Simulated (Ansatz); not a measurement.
Model glasses of amorphous SiO2, 74 to 77 atoms (Si24O48 before any change). Each row is one cell at a composition chosen by hand, melted whole on the CHGNet potential with the anions pushed apart under 1.9 Å, quenched within some picoseconds, far faster than a real film, and relaxed with PBE, scalar-relativistic without spin-orbit coupling (plane waves to 420 eV, PAW; Ansatz, a program for electronic structure). Each is the lower in DFT energy of 2 quenches. Cycles of charging and discharging were tried on some cells ahead of these points, and a cell that came back lower was taken. The column on the box says what of it was relaxed with the atoms; held means as the quench left it. Cells that kept moments or hold spare charge are left out. So are cells far out in the fitted variable, so that no row sets the line alone.

At the relaxed places, the spacing of the highest filled and the lowest empty level was computed at the zone centre with PBE and with r2SCAN, without spin polarisation, or with spin where the moments then died out. A level counts as spread where PBE shares it among more than a fifth of the atoms; else the element of the atom with the largest weight is named. Formal charges balance in every cell (each cation at its usual highest valence, Cu and Ag at +1, Sb at +3, H at +1, O at −2, N at −3, F and Cl at −1). r2SCAN ran with plane waves to 500 eV. Where a level is localised, the spacing isn't the band gap.

```json
[
 {"cell": "Si24O50Sn", "change": "+2 O, +1 Sn", "box": "shape", "highest filled on": "O", "lowest empty on": "Sn", "spacing, PBE (eV)": "2.83", "spacing, r2SCAN (eV)": "3.37"},
 {"cell": "Si24O51Ga2", "change": "+2 Ga, +3 O", "box": "shape", "highest filled on": "O", "lowest empty on": "Ga", "spacing, PBE (eV)": "3.47", "spacing, r2SCAN (eV)": "withheld"},
 {"cell": "Si24O51Al2", "change": "+2 Al, +3 O", "box": "shape", "highest filled on": "O", "lowest empty on": "spread", "spacing, PBE (eV)": "4.02", "spacing, r2SCAN (eV)": "4.73"},
 {"cell": "Si24O49Mg", "change": "+1 Mg, +1 O", "box": "shape", "highest filled on": "O", "lowest empty on": "spread", "spacing, PBE (eV)": "4.38", "spacing, r2SCAN (eV)": "5.01"},
 {"cell": "Si24O49Zn", "change": "+1 O, +1 Zn", "box": "shape", "highest filled on": "O", "lowest empty on": "spread", "spacing, PBE (eV)": "4.54", "spacing, r2SCAN (eV)": "5.15"},
 {"cell": "Si24O51B2", "change": "+2 B, +3 O", "box": "shape", "highest filled on": "O", "lowest empty on": "spread", "spacing, PBE (eV)": "4.99", "spacing, r2SCAN (eV)": "5.69"},
 {"cell": "Si24O49Be", "change": "+1 Be, +1 O", "box": "held", "highest filled on": "spread", "lowest empty on": "spread", "spacing, PBE (eV)": "5.21", "spacing, r2SCAN (eV)": "5.90"}
]
```

Problem. Fit a straight line of the last column on the one before it through the 6 full rows, and predict the withheld value for Si24O51Ga2.

Solution. Means: x = 4.328, y = 4.975. Slope = Σ(Δx Δy) / Σ(Δx²) = 3.8078 / 3.6027 = 1.057; intercept = 4.975 − (1.057) × 4.328 = 0.400 eV; r.m.s. residual 0.041 eV. Prediction: 0.400 + (1.057) × 3.47 = 4.07 eV. The run gave 4.07 eV, a miss of 0.00 eV, within the residual.
